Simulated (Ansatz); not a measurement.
**Ag: pressure series**

The parent structure is Ag in the fcc (Cu type) structure (space group Fm-3m, No. 225; a = 4.1039 Å).

Cell and atoms are relaxed at each pressure.

Method: r2SCAN (Ansatz, a program for electronic structure; PAW; 500 eV plane waves; scalar-relativistic without spin-orbit coupling).

Notes on the quantities. enthalpy: H = E + PV relative to the base's energy.

```json
[
 {"variant": "base", "density": "10.37 g/cm³", "enthalpy": "–", "shortest interatomic distance": "2.902 Å"},
 {"variant": "pressure −2 GPa", "density": "10.14 g/cm³", "enthalpy": "-0.22 eV/atom", "shortest interatomic distance": "2.923 Å"},
 {"variant": "pressure −1 GPa", "density": "10.25 g/cm³", "enthalpy": "-0.11 eV/atom", "shortest interatomic distance": "2.912 Å"},
 {"variant": "pressure 0.9 GPa", "density": "10.44 g/cm³", "enthalpy": "+0.10 eV/atom", "shortest interatomic distance": "2.895 Å"},
 {"variant": "pressure 2.1 GPa", "density": "10.56 g/cm³", "enthalpy": "+0.22 eV/atom", "shortest interatomic distance": "2.884 Å"},
 {"variant": "pressure 4.5 GPa", "density": "10.77 g/cm³", "enthalpy": "+0.48 eV/atom", "shortest interatomic distance": "2.865 Å"},
 {"variant": "pressure 9 GPa", "density": "11.13 g/cm³", "enthalpy": "+0.94 eV/atom", "shortest interatomic distance": "2.834 Å"},
 {"variant": "pressure 15 GPa", "density": "11.54 g/cm³", "enthalpy": "+1.53 eV/atom", "shortest interatomic distance": "2.800 Å"},
 {"variant": "pressure 22.5 GPa", "density": "11.98 g/cm³", "enthalpy": "+2.24 eV/atom", "shortest interatomic distance": "2.765 Å"},
 {"variant": "pressure 30 GPa", "density": "12.36 g/cm³", "enthalpy": "+2.93 eV/atom", "shortest interatomic distance": "2.736 Å"}
]
```

Load acts through the strain it causes; cell and atoms are relaxed under it. No phonon test of stability was made. No other phases were tried under pressure.
